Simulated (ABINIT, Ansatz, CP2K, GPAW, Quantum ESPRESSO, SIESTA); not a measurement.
One structure in several programs: ZrS (Fm-3m, 2 atoms in the cell)

Self-consistent single point, at a second geometry (lattice scaled by 0.98). First geometry:

```xyz
2
Lattice="0.0000 2.6235 2.6235 2.6235 0.0000 2.6235 2.6235 2.6235 0.0000" Properties=species:S:1:pos:R:3 pbc="T T T"
Zr     0.0000     0.0000     0.0000
S      2.6235     2.6235     2.6235
```

Shared settings, as Ansatz (an electronic-structure program) writes them: kpoints.mp_grid.grid = 11 11 11; scf.occupations.method = gaussian; scf.occupations.width = 0.02 Ry. Potentials and cutoffs stand in the table.

```csv
code,model,ΔF from the first geometry (meV/atom),pressure (GPa),cutoff
Quantum ESPRESSO,"PBEsol, PseudoDojo standard norm-conserving (PBESOL) pseudopotentials",-13.0,2.47,70 Ry
CP2K,"PBEsol, GPW, DZVP-MOLOPT-SR-GTH basis, GTH-PBE potentials (GTH_POTENTIALS)",-16.4,1.95,grid 500 Ry
Ansatz,"PBEsol, PAW files made with PBE",-13.5,2.35,default
ABINIT,"PBEsol, norm-conserving pseudopotentials (PseudoDojo nc-sr-04 PBEsol standard)",-13.0,2.45,33 Ha
GPAW,"PBEsol, GPAW PAW datasets PBEsol (made by gpaw-setup)",-16.7,1.58,550 eV
SIESTA,"GGA PBEsol, numerical atomic orbitals DZP, PseudoDojo PBEsol standard norm-conserving potentials (rewritten from UPF to PSML)",-12.9,2.56,grid 350 Ry
```

The spread over the programs that give each value: ΔF from the first geometry within 3.8 meV/atom; pressure within 0.98 GPa.

CP2K and SIESTA use small atom-centred bases, whose incompleteness enters pressures, forces and empty levels differently from a plane-wave cutoff. Ansatz's pressure is given at a fixed set of plane waves, as the other plane-wave codes print theirs; with its correction for the finite basis it is 2.38 GPa.

The starting cell comes from a database of computed structures (which also holds hypothetical and non-ambient phases and stackings), without a prior relaxation at this level. For this run, on top of that: lattice scaled by 0.98.

Left out of this page: Elk and FLEUR (not drawn, or without a comparable value).

Keys are those of Ansatz 0.2.
